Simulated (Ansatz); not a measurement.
Consider Li vacancy in ferroelectric LiNbO3, charge state -1. The step: a nearby Li atom hops onto the vacant site; the atom moves 3.81 Å along (-0.67, -0.33, 0.17) of the unit cell; the moving atom starts with neighbours O at 2.05, O at 2.08, O at 2.09, O at 2.22, O at 2.26, O at 2.28 Å and ends with O at 2.09, O at 2.10, O at 2.11, O at 2.18, O at 2.25, O at 2.26 Å. DFT values are from Ansatz (plane-wave PAW, 420 eV unless said) in a cell of 120 host sites, spin-restricted, static, with no finite-size correction. The charge state is imposed; whether it is stable for some Fermi level was not computed. Forms of the defect that were not tried may lie lower. For the PBE band: the saddle point's order was not checked.

| Level | Forward barrier (eV) | Cost of the band or of the saddle's single point |
|---|---|---|
| CHGNet universal potential (has no charge state), its own band | 0.97 | - |
| PBE, the Γ point alone, band relaxed | 1.12 | very roughly 25 core-minutes |
| PBE, a 2×2×2 k-point mesh shifted by half a step along c, same geometries | 1.12 | very roughly 5 core-minutes |
| r2SCAN at 500 eV, the Γ point alone, same geometries | ? | very roughly 90 core-seconds |

### Question
What belongs in the gaps?

### Answer

- r2SCAN at 500 eV, the Γ point alone, same geometries, Forward barrier (eV): 1.15

Ansatz is a quantum-chemistry and plane-wave program.
